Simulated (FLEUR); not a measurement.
FLEUR run on RbBr (Fm-3m, 2 atoms in the cell): self-consistent single point.

Method: PBE, all-electron FLAPW (FLEUR), scalar-relativistic valence.

The change in words: lattice scaled by 0.98. Reference geometry:
```xyz
2
Lattice="0.0000 3.4525 3.4525 3.4525 0.0000 3.4525 3.4525 3.4525 0.0000" Properties=species:S:1:pos:R:3 pbc="T T T"
Rb     0.0000     0.0000     0.0000
Br     3.4525     3.4525     3.4525
```

Reference input (self-consistent single point, DFT, PBE, all-electron FLAPW (FLEUR), scalar-relativistic valence): Kmax = 4.5 1/bohr; GmaxXC = 22.5 1/bohr; xcFunctional = pbe; jspins = 1; l_soc = F; mode = hist; fermiSmearingEnergy = 0.0001 Htr; mesh (inpgen div1-3) = 7 7 7; inpgen gamma flag = false; Gmax = 22.5 1/bohr; numbands = 0; maxIterBroyd = 15. This run's input differs from it in these lines:

```diff
@@ -3,5 +3,5 @@
 &input film=f /
-0.0000000000 3.4524940000 3.4524940000
-3.4524940000 0.0000000000 3.4524940000
-3.4524940000 3.4524940000 0.0000000000
+0.0000000000 3.3834440000 3.3834440000
+3.3834440000 0.0000000000 3.3834440000
+3.3834440000 3.3834440000 0.0000000000
 1.8897261246
@@ -43,5 +43,5 @@
          <bravaisMatrix>
-            <row-1>    0.0000000000000000     6.5242681068247528     6.5242681068247528</row-1>
-            <row-2>    6.5242681068247528     0.0000000000000000     6.5242681068247528</row-2>
-            <row-3>    6.5242681068247528     6.5242681068247528     0.0000000000000000</row-3>
+            <row-1>    0.0000000000000000     6.3937825179211218     6.3937825179211218</row-1>
+            <row-2>    6.3937825179211218     0.0000000000000000     6.3937825179211218</row-2>
+            <row-3>    6.3937825179211218     6.3937825179211218     0.0000000000000000</row-3>
          </bravaisMatrix>
```

Log, with long lists cut:

```
 Iteration:     1   Distance:       3.14958211 me/bohr^3
 Iteration:     2   Distance:       2.82472070 me/bohr^3
 Iteration:     3   Distance:       1.36729497 me/bohr^3
 Iteration:     4   Distance:       0.66630662 me/bohr^3
 Iteration:     5   Distance:       0.61268323 me/bohr^3
   [... 8 lines left out ...]
 Iteration:    14   Distance:       0.00004204 me/bohr^3
 Iteration:    15   Distance:       0.00001217 me/bohr^3
 Iteration:    16   Distance:       0.00001140 me/bohr^3
 Iteration:    17   Distance:       0.00000551 me/bohr^3
 Run finished successfully
 Stop message:
   Structural relaxation: Done

[file out, last iteration]
             iter=     18
[...]
          total density-effective poten   -9.0015187058E+03
          total charge density-energy d   -1.9324205710E+02
 Updated energy parameters for spin:           1
[...]
 fermi energy and band-weighting factors:

[...]
FERMIE:
          first approx. to ef    (T=0)  :   0.040956 htr   (energy of the highest occ. eigenvalue)
          number of occ. states  (T=0)  :        260
          first approx. to seigv (T=0)  : -24.918912 htr
          sum of weights of occ. states :  13.000000
          sum of semicore charge        :   0.000000 e
FERHIS:  Fermi-Energy by histogram:
          bandgap                     :   0.164103 htr
   [... lines left out ...]
          charge neutrality (T=0)     :   0.000000    (zero if the highest occ. eigenvalue is "entirely" occupied)
 Direct bandgap for spin            1 :   0.16410317013408965       Htr
 ---->    free energy=                     -5588.2593286088 htr
   [... lines left out ...]
      extrapolation for T->0
 ---->    total electron energy=           -5588.2593286088 htr
 ***** TOTAL FORCES ON ATOMS *****
 TOTAL FORCE FOR ATOM TYPE=  1  X=  0.000   Y=  0.000   Z=  0.000
                       FX_TOT= 0.000000 FY_TOT= 0.000000 FZ_TOT= 0.000000
 TOTAL FORCE FOR ATOM TYPE=  2  X=  6.394   Y=  6.394   Z=  6.394
                       FX_TOT= 0.000000 FY_TOT= 0.000000 FZ_TOT= 0.000000
 Structural relaxation: Done
```

The run converged in 17 iterations. FLEUR gives forces in its relaxation mode, with a further iteration, so its stop message speaks of a relaxation. Against the reference run the free energy goes up by 17.3 meV/atom and the gap on the mesh goes from 4.309 to 4.465 eV.

The starting cell comes from a database of computed structures (which also holds hypothetical and non-ambient phases and stackings), without a prior relaxation at this level. Its lattice was rescaled by a random factor within 2.5 % of one. For this run, on top of that: lattice scaled by 0.98. Values depend on the basis (sphere radii, cutoffs, local orbitals), which need not be converged.

Cost on one core of a shared machine: roughly 4 min.
